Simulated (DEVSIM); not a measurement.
Device: abrupt GaAs p-n junction, at 300 K.

| layer (left to right) | material | thickness (μm) | Nd (cm⁻³) | Na (cm⁻³) | τn (s) | τp (s) |
|---|---|---|---|---|---|---|
| 1 | GaAs | 8.40 | - | 1.6e15 | 8.6e-9 | 8.6e-9 |
| 2 | GaAs | 20.0 | 9.8e13 | - | 8.6e-9 | 8.6e-9 |

Left contact: ohmic. Right contact: ohmic. Voltage is applied to the left contact. Recombination: SRH at mid-gap. Mobility is μmin + (μ − μmin)/(1 + (N/Nref)^α).

Constants are typed, rounded textbook-type inputs, not results; the design itself was drawn at random and stands for no fabricated device. Values at 300 K.

| parameter | GaAs |
|---|---|
| gap (eV) | 1.424 |
| affinity (eV) | 4.07 |
| permittivity | 12.9 |
| Nc (cm⁻³) | 4.7e17 |
| Nv (cm⁻³) | 9e18 |
| μn (cm²/Vs) | 8500 |
| μp (cm²/Vs) | 400 |
| μn,min | 500 |
| μp,min | 20 |
| Nref,n | 6e16 |
| Nref,p | 1.5e17 |
| αn | 0.39 |
| αp | 0.38 |

Model (solved in DEVSIM): 1D drift-diffusion, Boltzmann statistics, complete ionisation; no tunnelling, impact ionisation, image-force lowering or self-heating.

### Question
Tabulate band edges, carrier densities and field at 1.05 V on the left contact.

### Answer
Energies count from the Fermi level of the right contact; mesh points crowd at the junctions.

```json
[
 {"x (μm)": "0.000", "Ec (eV)": "0.151", "Ev (eV)": "-1.273", "n (cm⁻³)": "< 1e2", "p (cm⁻³)": "1.6e15", "field (V/cm)": "28"},
 {"x (μm)": "0.03980", "Ec (eV)": "0.151", "Ev (eV)": "-1.273", "n (cm⁻³)": "4.3e11", "p (cm⁻³)": "1.6e15", "field (V/cm)": "28"},
 {"x (μm)": "0.1452", "Ec (eV)": "0.151", "Ev (eV)": "-1.273", "n (cm⁻³)": "1.6e12", "p (cm⁻³)": "1.6e15", "field (V/cm)": "28"},
 {"x (μm)": "0.4244", "Ec (eV)": "0.152", "Ev (eV)": "-1.272", "n (cm⁻³)": "4.5e12", "p (cm⁻³)": "1.6e15", "field (V/cm)": "28"},
 {"x (μm)": "1.620", "Ec (eV)": "0.155", "Ev (eV)": "-1.269", "n (cm⁻³)": "1.6e13", "p (cm⁻³)": "1.6e15", "field (V/cm)": "27"},
 {"x (μm)": "4.200", "Ec (eV)": "0.162", "Ev (eV)": "-1.262", "n (cm⁻³)": "3.8e13", "p (cm⁻³)": "1.6e15", "field (V/cm)": "25"},
 {"x (μm)": "6.893", "Ec (eV)": "0.168", "Ev (eV)": "-1.256", "n (cm⁻³)": "5.8e13", "p (cm⁻³)": "1.7e15", "field (V/cm)": "22"},
 {"x (μm)": "8.006", "Ec (eV)": "0.170", "Ev (eV)": "-1.254", "n (cm⁻³)": "6.7e13", "p (cm⁻³)": "1.6e15", "field (V/cm)": "-23"},
 {"x (μm)": "8.266", "Ec (eV)": "0.166", "Ev (eV)": "-1.258", "n (cm⁻³)": "8.3e13", "p (cm⁻³)": "1.3e15", "field (V/cm)": "-490"},
 {"x (μm)": "8.365", "Ec (eV)": "0.158", "Ev (eV)": "-1.266", "n (cm⁻³)": "1.1e14", "p (cm⁻³)": "9.9e14", "field (V/cm)": "-1200"},
 {"x (μm)": "8.401", "Ec (eV)": "0.153", "Ev (eV)": "-1.271", "n (cm⁻³)": "1.4e14", "p (cm⁻³)": "8.1e14", "field (V/cm)": "-1600"},
 {"x (μm)": "8.468", "Ec (eV)": "0.144", "Ev (eV)": "-1.280", "n (cm⁻³)": "2.0e14", "p (cm⁻³)": "5.7e14", "field (V/cm)": "-1000"},
 {"x (μm)": "8.621", "Ec (eV)": "0.134", "Ev (eV)": "-1.290", "n (cm⁻³)": "2.9e14", "p (cm⁻³)": "3.7e14", "field (V/cm)": "-380"},
 {"x (μm)": "9.027", "Ec (eV)": "0.130", "Ev (eV)": "-1.294", "n (cm⁻³)": "3.5e14", "p (cm⁻³)": "2.7e14", "field (V/cm)": "≈ 0"},
 {"x (μm)": "10.77", "Ec (eV)": "0.137", "Ev (eV)": "-1.287", "n (cm⁻³)": "2.9e14", "p (cm⁻³)": "1.9e14", "field (V/cm)": "46"},
 {"x (μm)": "14.75", "Ec (eV)": "0.155", "Ev (eV)": "-1.268", "n (cm⁻³)": "1.8e14", "p (cm⁻³)": "8.2e13", "field (V/cm)": "47"},
 {"x (μm)": "22.52", "Ec (eV)": "0.192", "Ev (eV)": "-1.232", "n (cm⁻³)": "1.1e14", "p (cm⁻³)": "1.3e13", "field (V/cm)": "46"},
 {"x (μm)": "26.20", "Ec (eV)": "0.209", "Ev (eV)": "-1.215", "n (cm⁻³)": "1.0e14", "p (cm⁻³)": "3.9e12", "field (V/cm)": "46"},
 {"x (μm)": "27.82", "Ec (eV)": "0.216", "Ev (eV)": "-1.208", "n (cm⁻³)": "9.9e13", "p (cm⁻³)": "1.1e12", "field (V/cm)": "48"},
 {"x (μm)": "28.20", "Ec (eV)": "0.218", "Ev (eV)": "-1.206", "n (cm⁻³)": "9.8e13", "p (cm⁻³)": "4.0e11", "field (V/cm)": "48"},
 {"x (μm)": "28.34", "Ec (eV)": "0.219", "Ev (eV)": "-1.205", "n (cm⁻³)": "9.8e13", "p (cm⁻³)": "1.2e11", "field (V/cm)": "48"},
 {"x (μm)": "28.40", "Ec (eV)": "0.219", "Ev (eV)": "-1.205", "n (cm⁻³)": "9.8e13", "p (cm⁻³)": "< 1e2", "field (V/cm)": "48"}
]
```
